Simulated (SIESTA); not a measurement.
Worked example: self-consistent single point of IrRh₃ (Pm-3m, 4 atoms in the cell) in SIESTA.

Method: GGA PBEsol, numerical atomic orbitals TZP, PseudoDojo PBEsol standard norm-conserving potentials (rewritten from UPF to PSML) (SIESTA 5.4.2).

```xyz
4
Lattice="3.8171 0.0000 0.0000 0.0000 3.8171 0.0000 0.0000 0.0000 3.8171" Properties=species:S:1:pos:R:3 pbc="T T T"
Ir     0.0000     0.0000     0.0000
Rh     0.0000     1.9085     1.9085
Rh     1.9085     0.0000     1.9085
Rh     1.9085     1.9085     0.0000
```

Reference input (self-consistent single point, DFT, LDA PW92, numerical atomic orbitals TZP, PseudoDojo LDA standard norm-conserving potentials (rewritten from UPF to PSML)): XC.functional = LDA; XC.authors = PW92; potentials = PseudoDojo LDA standard; PAO.BasisSize = TZP; PAO.EnergyShift = 0.005 Ry; MeshCutoff = 300 Ry; kgrid.MonkhorstPack = 6 6 6; OccupationFunction = FD; ElectronicTemperature = 0.1 eV; MaxSCFIterations = 150; SCF.Mixer.Method = Pulay; SCF.Mixer.Weight = 0.1. This run's input differs from it in these lines:

```diff
@@ -1,2 +1,2 @@
-# files in the folder: Ir.psml Rh.psml (PseudoDojo LDA standard)
+# files in the folder: Ir.psml Rh.psml (PseudoDojo PBEsol standard)
 SystemName  IrRh3
@@ -24,4 +24,4 @@
 
-XC.functional                LDA
-XC.authors                   PW92
+XC.functional                GGA
+XC.authors                   PBEsol
 PAO.BasisSize                TZP
```

Output (repeated stretches shortened):

```
        iscf     Eharris(eV)        E_KS(eV)     FreeEng(eV)     dDmax    Ef(eV) dHmax(eV)
   scf:    1   -12656.457789   -12685.336147   -12685.457030  1.683814 -1.843517 11.182804
   scf:    2   -12690.692268   -12688.150908   -12688.269403  0.177338 -2.259216  7.628337
   scf:    3   -12694.533999   -12692.015485   -12692.151013  0.390119 -3.424070  1.712623
   scf:    4   -12692.384394   -12692.294372   -12692.439806  0.115339 -3.834032  0.218198
   scf:    5   -12692.252747   -12692.283553   -12692.426893  0.016666 -3.826363  0.506598
   [... 3 lines left out ...]
   scf:    9   -12692.297206   -12692.297183   -12692.441790  0.000273 -3.847830  0.048691
   scf:   10   -12692.296948   -12692.297126   -12692.441931  0.001291 -3.849543  0.000777
   scf:   11   -12692.297117   -12692.297122   -12692.441931  0.000062 -3.849809  0.000334
   scf:   12   -12692.297120   -12692.297121   -12692.441931  0.000006 -3.849808  0.000112
SCF Convergence by DM+H criterion
max |DM_out - DM_in|         :     0.0000061083
max |H_out - H_in|      (eV) :     0.0001124373
SCF cycle converged after 12 iterations

Using DM_out to compute the final energy and forces

siesta: E_KS(eV) =           -12692.2971

siesta: E_KS - E_eggbox =    -12692.2971

siesta: Atomic forces (eV/Ang):
     1   -0.000000   -0.000000   -0.000000
     2   -0.000000   -0.000000    0.000000
     3    0.000000    0.000000   -0.000000
     4   -0.000000    0.000000   -0.000000
   Tot   -0.000000    0.000000   -0.000000
   Max    0.000000
   Res    0.000000    sqrt( Sum f_i^2 / 3N )
   Max    0.000000    constrained

Stress tensor Voigt[x,y,z,yz,xz,xy] (kbar):       53.14       53.14       53.14        0.00        0.00        0.00
(Free)E + p*V (eV/cell)   -12694.2867
   [... lines left out ...]
siesta: FreeEng =    -12692.441931
siesta: Cell volume =         55.614362 Ang**3
siesta:         -53.14435771        -53.14435771  kBar
   [... lines left out ...]
              0.329   0.264   1.686   1.735   1.762   1.735   1.797  -0.013

             -0.054   0.019  -0.054   0.014  -0.184  -0.149  -0.138  -0.149

             -0.162

mulliken: Qtot =       68.000

Mulliken Atomic Populations:
Atom #   charge [q] valence [e]  Species
     1     0.243831   16.756169  Ir
     2    -0.081277   17.081277  Rh
     3    -0.081277   17.081277  Rh
     4    -0.081277   17.081277  Rh
 Total     0.000000
```

The run converged in 12 iterations. Against the reference run the pressure goes from -11.18 to -5.31 GPa.

The starting cell comes from a database of computed structures (which also holds hypothetical and non-ambient phases and stackings), without a prior relaxation at this level. Spin polarisation is off. Values carry the incompleteness of an atom-centred basis. With a pressure of about -5 GPa the cell is away from its equilibrium volume at this level.

Cost on one core of a shared machine: roughly 80 s.
